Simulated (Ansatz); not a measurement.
# Response to strain in RbOH

Base system: RbOH (space group P2_1/m, No. 11; a cell from a computed database, its experimental status unchecked).

```yaml
crystal:
  lattice:
    - [4.14705, 0.00000, 0.00000]
    - [0.00000, 4.11872, 0.00000]
    - [-1.48632, 0.00000, 5.77018]
  atoms:
    - { symbol: Rb, position: [0.17430, 0.25000, 0.28989] }
    - { symbol: Rb, position: [0.82570, 0.75000, 0.71011] }
    - { symbol: H, position: [0.47489, 0.25000, 0.92200] }
    - { symbol: H, position: [0.52511, 0.75000, 0.07800] }
    - { symbol: O, position: [0.32558, 0.25000, 0.76726] }
    - { symbol: O, position: [0.67442, 0.75000, 0.23274] }
```

Cartesian axes are those of the cell as printed.

Strains are applied to the cell and any free atomic positions relax; under biaxial strain the out-of-plane vector relaxes too.

Computed with PBEsol (Ansatz, a program for electronic structure), no spin-orbit coupling.

Candidates:
(a) biaxial strain +0.97 %, plane normal [001], relaxed out of plane
(b) biaxial strain −3.27 %, plane normal [001], relaxed out of plane
(c) biaxial strain +1.70 %, plane normal [001], relaxed out of plane
(d) biaxial strain −0.17 %, plane normal [001], relaxed out of plane

Notes on the quantities. in-plane stress: mean in-plane stress (compression positive).

**Question.** Order them by in-plane stress, lowest first.

**Answer.** (c) biaxial strain +1.70 %, plane normal [001], relaxed out of plane (-0.8 GPa), (a) biaxial strain +0.97 %, plane normal [001], relaxed out of plane (-0.5 GPa), (d) biaxial strain −0.17 %, plane normal [001], relaxed out of plane (+0.1 GPa), (b) biaxial strain −3.27 %, plane normal [001], relaxed out of plane (+2.1 GPa)

Whether these cells are dynamically stable was not tested.
